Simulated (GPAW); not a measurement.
GPAW run on W (Im-3m, 1 atom in the cell): self-consistent single point.

Method of the run: PBE, GPAW PAW datasets PBE (gpaw-data 1.0.1) (plane waves; GPAW).

```
CELL_PARAMETERS angstrom
     -1.57210     1.57210     1.57210
      1.57210    -1.57210     1.57210
      1.57210     1.57210    -1.57210
ATOMIC_POSITIONS crystal
  W  0.00000 0.00000 0.00000
```

Reference input (self-consistent single point, DFT PBE, plane waves, GPAW PAW datasets PBE (gpaw-data 1.0.1)): mode = pw; ecut = 600 eV; xc = PBE; kpts = 13 13 13; mesh shift (steps) = 0 0 0; occupations.name = fermi-dirac; occupations.width = 0.1 eV; nbands = -5; symmetry.symmorphic = false; symmetry.tolerance = 0.0005; maxiter = 120. This run's input differs from it in these lines:

```diff
@@ -13,3 +13,3 @@
             xc='PBE',
-            kpts=(13, 13, 13),
+            kpts=(23, 23, 23),
             occupations=FermiDirac(0.1),
```

Output (repeated stretches shortened):

```
     iter     time        total  log10-change:
                         energy   eigst   dens
iter:   1 --:--:--   -11.771531
iter:   2 --:--:--   -11.743980   -1.74  -1.30
iter:   3 --:--:--   -11.648873   -1.21  -1.32
iter:   4 --:--:--   -11.614102   -3.74  -1.83
iter:   5 --:--:--   -11.567889   -2.62  -1.93
iter:   6 --:--:--   -11.563088   -3.02  -2.36
iter:   7 --:--:--   -11.563087c  -5.04  -3.45
iter:   8 --:--:--   -11.563004c  -5.18  -3.37
iter:   9 --:--:--   -11.563004c  -7.50c -4.88c
Converged after 9 iterations.

Dipole moment: (0.000000, 0.000000, 0.000000) |e|*Ang

Energy contributions relative to reference atoms: (reference = -438771.671655)

Kinetic:        +10.842470
Potential:      -11.954395
External:        +0.000000
XC:             -10.436513
Entropy (-ST):   -0.014005
Local:           -0.007563
SIC:             +0.000000
--------------------------
Free energy:    -11.570006
Extrapolated:   -11.563004

Showing only first 2 kpts
 Kpt  Band  Eigenvalues  Occupancy
  0     5     13.71789    1.99999
  0     6     13.71789    1.99999
  0     7     13.71789    1.99999
  0     8     17.26502    0.00000

  1     5     13.65973    2.00000
  1     6     13.70575    1.99999
  1     7     13.80865    1.99998
  1     8     17.16791    0.00000

Fermi level: 14.97601

No gap
No difference between direct/indirect transitions
Energy (eV): -11.563004

Forces in eV/Ang:
  0 W     0.00000    0.00000    0.00000

Stress tensor:
    -0.074585     0.000000     0.000000
     0.000000    -0.074585     0.000000
     0.000000     0.000000    -0.074585
Stress (GPa, Voigt): [-11.9498 -11.9498 -11.9498   0.       0.       0.    ]
```

The run converged in 9 iterations. GPAW prints stress with tension positive. Against the reference run the free energy rises by 9.5 meV/atom and the pressure goes from 11.78 to 11.95 GPa.

The starting cell has typed, rounded lattice constants, without a prior relaxation at this level. Its lattice was rescaled by up to half a per cent. Spin polarisation is off. With a pressure of about 12 GPa the cell is away from its equilibrium volume at this level.

Cost on one core of a shared machine: roughly 30 s.
